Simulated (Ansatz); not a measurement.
Hypothetical CdI2 type TeS2, thickness series

Base system: TeS2 in the CdI2 type structure (space group P-3m1, No. 164; a = 3.7954 Å, c = 5.9008 Å; a hypothetical phase, not in the database extracts checked; layered, stacked along the Cartesian z axis).

Free-standing slabs (3 atom(s) a layer) normal to the stacking axis with 15 Å of vacuum; in-plane cell relaxed.

All numbers come from Kohn–Sham DFT with the r2SCAN+rVV10 functional, run in Ansatz (a quantum-chemistry and plane-wave program) with PAW and 500 eV plane waves, no SOC.

Notes on the quantities. excess energy per area of both faces: slab less bulk energy over the cell's area: twice a surface energy.

```json
[
 {"case": "base", "excess energy per area of both faces": "–", "smallest direct gap": "0.54 eV", "gap character": "–", "band gap": "0.37 eV"},
 {"case": "1 layer", "excess energy per area of both faces": "0.29 J/m²", "smallest direct gap": "1.48 eV", "gap character": "___", "band gap": "___"},
 {"case": "2 layers", "excess energy per area of both faces": "0.31 J/m²", "smallest direct gap": "1.01 eV", "gap character": "indirect, Γ–M (33 % along) → Γ", "band gap": "0.67 eV"},
 {"case": "3 layers", "excess energy per area of both faces": "0.31 J/m²", "smallest direct gap": "0.82 eV", "gap character": "indirect, K → Γ", "band gap": "___"},
 {"case": "4 layers", "excess energy per area of both faces": "0.31 J/m²", "smallest direct gap": "0.73 eV", "gap character": "indirect, K → Γ", "band gap": "0.51 eV"}
]
```

### Question
What belongs in the blanks?

### Answer

- 1 layer, gap character: indirect, K–Γ (64 % along) → Γ
- 1 layer, band gap: 0.76 eV
- 3 layers, band gap: 0.57 eV

Slab and bulk use different k-meshes, which limits the precision of the excess energy. With Te present, leaving out spin-orbit coupling can change the band edges. No phonon test of stability was made.
